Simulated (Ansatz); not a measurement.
The reference is ZrB$_{2}$ (space group P6/mmm, No. 191; a = 3.171 Å, c = 3.542 Å; relaxed with 0.1 eV smearing). Axes: x lies along a and z along c of the hexagonal cell.

Method: plane-wave PAW DFT at the PBE level (Ansatz, a program for electronic structure, 420 eV), no spin-orbit coupling.

It is then changed as follows: the cell is compressed by 2.50 % along z with no lateral relaxation; the atoms relax in the strained cell.

Question: Predict the stress tensor and what it implies for the stiffness.

Answer: Stress of the strained cell less that of the base (GPa, compression positive):
```
    3.3     0.0     0.0
    0.0     3.3     0.0
    0.0     0.0    11.5
```

Then −Δσ_ii/ε with ε = -0.0250 gives secant stiffness values (nonlinear terms included at this strain): C33 ≈ 461 GPa, C13 ≈ 133 GPa and C23 ≈ 133 GPa.

As a check, the harmonic strain energy −½ V₀ Δσ:ε is 9.3 meV/atom; the computed energy rise is 9.1 meV/atom.

No phonon test of stability was made. All final runs are without spin polarisation.
